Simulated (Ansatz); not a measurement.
System: Bi (within 0.1 Å of Pmma, No. 51, 2 atoms in the cell; start mp-1096851; another form than the element's usual one). Method: r²SCAN in Ansatz (plane waves, PAW).

Input file:

Ansatz 0.2 input:
```yaml
crystal:
  lattice:
    - [3.2731017572, 0.0, 0.0209930644]
    - [0.0, 3.2730001694, 0.0]
    - [-0.0395415692, 0.0, 6.5548699102]
  atoms:
    - { symbol: Bi, position: [0.4901063116, 0.0, 0.249989917] }
    - { symbol: Bi, position: [0.5098936884, 0.0, 0.750010083] }
basis:
  ecutwfc: 560
  ecutrho_ratio: 4
  xc_grid: 3
kpoints:
  mp_grid: { grid: [18, 18, 10] }
hamiltonian:
  xc: r2scan
  dispersion: none
  pseudopotentials: { kind: paw }
scf:
  occupations: { method: fermi_dirac, width: 0.05 }
output:
  forces: true
  stress: true
  eigenvalues: true
relax:
  f_tol: 0.004
  escape_saddle: false
  max_steps: 80
  cell: { stress_tol: 0.02, fix: [volume] }
```

The run printed, among other lines:

```
Relaxation: its limit of steps is 80 (relax.max_steps)
Crystal: 2 atoms, lattice volume = 70.224 Å³
Basis set: ecut = 560 eV, 2065 PW (Γ), exchange–correlation on 81×81×162 points (27 copies of the dense FFT grid, shifted against one another)
Bands: 19, of which v1, the nominal top of the filled ones, is band 15 counted from 1 (14 counted from 0)
Symmetry: 4 space group operations
Space group: P2/m (ITA 10), of the structure as read, at distance tolerance 4.1e-5 Å
k-points: 920 of 3240
Functional: x = r2scan, c = r2scan; τ floored in thin density (d = 2e-4 eV/Å³)
SCF iter   1: F=—  HF=-24821.972548 eV  |F-HF|=—  |Δ(HF+E_count)|=         —  Δρ=2.51e-3  dr2=2.43e-3  dr2_τ=3.02e-4
SCF iter   2: F=—  HF=-24821.979400 eV  |F-HF|=—  |Δ(HF+E_count)|=   6.85e-3  Δρ=1.40e-3  dr2=8.71e-4  dr2_τ=6.96e-5
  ...
SCF 1 converged in 6 iterations: F = -24821.980203 eV  dr2 = 5.79e-9
Crystal: 2 atoms, lattice volume = 70.224 Å³
Initial density: handed on by an earlier stage of this run
SCF iter   5: F=—  HF=-24821.980203 eV  |F-HF|=—  |Δ(HF+E_count)|=  7.28e-12  Δρ=6.08e-8  dr2=4.79e-12  dr2_τ=3.05e-13
SCF iter   6: F=-24821.980203 eV  HF=-24821.980203 eV  |F-HF|=1.82e-11  |Δ(HF+E_count)|=  2.55e-11  Δρ=2.55e-8  dr2=7.78e-13  dr2_τ=9.06e-14
SCF 2 converged in 6 iterations: F = -24821.980203 eV  dr2 = 7.78e-13
SCF converged after 6 iterations
Free energy (F): -24821.980203 eV
Internal energy: -24821.971674 eV  (E = F + TS)
E sigma→0 (E₀):  -24821.975939 eV
Fermi energy:    9.612569 eV
--- Forces (eV/Å), atoms counted from 1 ---
  atom   1  Bi     0.00145990    -0.00000000     0.00004990
  atom   2  Bi    -0.00145990     0.00000000    -0.00004990
--- Stress (GPa, compression-positive) ---
       -0.961378       0.000000      -0.003074
        0.000000      -0.966010      -0.000000
       -0.003074      -0.000000      -0.962488
  P = ⅓ Tr σ = -0.9633 GPa (-9.633 kbar)
```

The cell is one volume of an energy–volume scan, off the minimum.

The PAW data were made under PBE.

It cost roughly 7 core-minutes of CPU time.

A start named mp-… is a Materials Project structure, which need not be a measured phase.

Ansatz is a first-principles code.
